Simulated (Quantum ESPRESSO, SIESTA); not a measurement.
A SIESTA input for a self-consistent single point of Nb (Im-3m, 1 atom in the cell) (DFT, GGA PBE with spin-orbit coupling, numerical atomic orbitals DZP, PseudoDojo PBE fully relativistic norm-conserving potentials (rewritten from UPF to PSML)):

```
# files in the folder: Nb.psml (PseudoDojo PBE fully relativistic)
SystemName  Nb
SystemLabel siesta

NumberOfAtoms                1
NumberOfSpecies              1
%block ChemicalSpeciesLabel
  1 41 Nb
%endblock ChemicalSpeciesLabel
LatticeConstant              2.873152 Ang
%block LatticeVectors
    -0.577350241    0.577350241    0.577350241
     0.577350241   -0.577350241    0.577350241
     0.577350241    0.577350241   -0.577350241
%endblock LatticeVectors
AtomicCoordinatesFormat      ScaledCartesian
%block AtomicCoordinatesAndAtomicSpecies
     0.000000000    0.000000000    0.000000000  1
%endblock AtomicCoordinatesAndAtomicSpecies

XC.functional                GGA
XC.authors                   PBE
PAO.BasisSize                DZP
PAO.EnergyShift              0.01 Ry
MeshCutoff                   400 Ry
%block kgrid.MonkhorstPack
    9   0   0  0.0
    0   9   0  0.0
    0   0   9  0.0
%endblock kgrid.MonkhorstPack
OccupationFunction           MP
OccupationMPOrder            0
ElectronicTemperature        0.1 eV
Spin                         spin-orbit
%block DM.InitSpin
  1 0.00 0.00 0.00
%endblock DM.InitSpin

MaxSCFIterations             150
SCF.Mixer.Method             Pulay
SCF.Mixer.Weight             0.25
SCF.Mixer.History            8
SCF.DM.Tolerance             1.0E-04
Diag.ParallelOverK           true
WriteForces                  true
```

### Question
Give the Quantum ESPRESSO input for the same structure, mesh, smearing and functional.

### Answer
One input that does it (others would too):

```fortran
&CONTROL
  calculation = 'scf'
  prefix = 'Nb'
  outdir = './out'
  pseudo_dir = './'
  tprnfor = .true.
  tstress = .true.
/
&SYSTEM
  ibrav = 3
  celldm(1) = 6.269412083
  nat = 1
  ntyp = 1
  ecutwfc = 85
  occupations = 'smearing'
  smearing = 'gauss'
  degauss = 0.0073499
  noncolin = .true.
  lspinorb = .true.
/
&ELECTRONS
  conv_thr = 1.0d-10
  mixing_beta = 0.7
/
ATOMIC_SPECIES
Nb    92.9064  Nb.upf
ATOMIC_POSITIONS {angstrom}
Nb    0.000000000    0.000000000    0.000000000
K_POINTS {automatic}
9 9 9  0 0 0
```

Basis settings and potentials, where a program has them, do not carry over. This input uses DFT, PBE, spin-orbit coupling, plane waves, PseudoDojo fully relativistic norm-conserving (PBE) pseudopotentials.

The starting cell comes from a database of computed structures (which also holds hypothetical and non-ambient phases and stackings), without a prior relaxation at this level.
